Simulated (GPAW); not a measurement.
GPAW run on ZrMo₂ (Fd-3m, 6 atoms in the cell): self-consistent single point.

Method of the run: LDA (Perdew-Wang 92), GPAW PAW datasets LDA (gpaw-data 1.0.1) (plane waves; GPAW 25.7.0).

The change in words: lattice scaled by 0.98. Reference geometry:
```xyz
6
Lattice="0.0000 3.8021 3.8021 3.8021 0.0000 3.8021 3.8021 3.8021 0.0000" Properties=species:S:1:pos:R:3 pbc="T T T"
Zr     1.9010     1.9010     1.9010
Zr     0.0000     0.0000     0.0000
Mo     2.8516     4.7526     2.8516
Mo     4.7526     4.7526     4.7526
Mo     4.7526     2.8516     2.8516
Mo     2.8516     2.8516     4.7526
```

Reference input (self-consistent single point, DFT LDA (Perdew-Wang 92), plane waves, GPAW PAW datasets LDA (gpaw-data 1.0.1)): mode = pw; ecut = 600 eV; xc = LDA; kpts = 5 5 5; mesh shift (steps) = 0 0 0; occupations.name = fermi-dirac; occupations.width = 0.1 eV; nbands = -14; convergence.density = 1e-05 e/electron; convergence.energy = 1e-05 eV/electron; symmetry.symmorphic = false; symmetry.tolerance = 0.0005. This run's input differs from it in these lines:

```diff
@@ -5,5 +5,5 @@
 atoms = Atoms(['Zr', 'Zr', 'Mo', 'Mo', 'Mo', 'Mo'],
-              cell=[[0.000000, 3.802080, 3.802080],
-                    [3.802080, 0.000000, 3.802080],
-                    [3.802080, 3.802080, 0.000000]],
+              cell=[[0.000000, 3.726038, 3.726038],
+                    [3.726038, 0.000000, 3.726038],
+                    [3.726038, 3.726038, 0.000000]],
               scaled_positions=[[0.250000, 0.250000, 0.250000],
```

The program printed (abridged):

```
     iter     time        total  log10-change:
                         energy   eigst   dens
iter:   1 --:--:--   -71.844913
iter:   2 --:--:--   -70.757677   -0.42  -1.21
iter:   3 --:--:--   -68.851854   -0.75  -1.26
iter:   4 --:--:--   -67.683164   -1.14  -1.37
iter:   5 --:--:--   -67.360975   -1.04  -1.57
   [... 2 lines left out ...]
iter:   8 --:--:--   -67.273117   -2.38  -2.30
iter:   9 --:--:--   -67.273704   -3.89  -2.92
iter:  10 --:--:--   -67.272460   -3.92  -2.79
iter:  11 --:--:--   -67.272499   -4.05  -3.26
iter:  12 --:--:--   -67.272460c  -5.06  -3.67
iter:  13 --:--:--   -67.272421c  -5.96  -3.78
iter:  14 --:--:--   -67.272412c  -6.14  -3.89
iter:  15 --:--:--   -67.272366c  -6.07  -3.89
iter:  16 --:--:--   -67.272366c  -7.12  -3.88
iter:  17 --:--:--   -67.272399c  -5.77  -3.89
iter:  18 --:--:--   -67.272387c  -6.85  -4.27
iter:  19 --:--:--   -67.272387c  -7.71c -5.13c
Converged after 19 iterations.

Dipole moment: (-13.238692, -13.238692, -13.238692) |e|*Ang

Energy contributions relative to reference atoms: (reference = -635652.377542)

Kinetic:        -24.278322
Potential:       +4.946768
External:        +0.000000
XC:             -47.675308
Entropy (-ST):   -0.122019
Local:           -0.204515
SIC:             +0.000000
--------------------------
Free energy:    -67.333396
Extrapolated:   -67.272387

Showing only first 2 kpts
 Kpt  Band  Eigenvalues  Occupancy
  0    38     12.29144    0.03240
  0    39     12.63358    0.00108
  0    40     12.63358    0.00108
  0    41     12.63358    0.00108

  1    38     11.75781    1.54758
  1    39     12.45321    0.00651
  1    40     12.45321    0.00651
  1    41     12.61540    0.00129

Fermi level: 11.88080

No gap
   [... lines left out ...]
  0 Zr    0.00000    0.00000    0.00000
  1 Zr   -0.00000   -0.00000   -0.00000
  2 Mo    0.00000    0.00000    0.00000
  3 Mo    0.00000    0.00000    0.00000
  4 Mo    0.00000    0.00000    0.00000
  5 Mo    0.00000    0.00000    0.00000

Stress tensor:
    -0.011131    -0.000000    -0.000000
    -0.000000    -0.011131     0.000000
    -0.000000     0.000000    -0.011131
Stress (GPa, Voigt): [-1.7834 -1.7834 -1.7834  0.     -0.     -0.    ]
```

The run converged in 19 iterations. GPAW prints stress with tension positive. Against the reference run the free energy falls by 28.4 meV/atom and the pressure goes from -9.92 to 1.78 GPa.

The starting cell comes from a database of computed structures (which also holds hypothetical and non-ambient phases and stackings), without a prior relaxation at this level. For this run, on top of that: lattice scaled by 0.98. Spin polarisation is off.

Cost on one core of a shared machine: roughly 30 s.
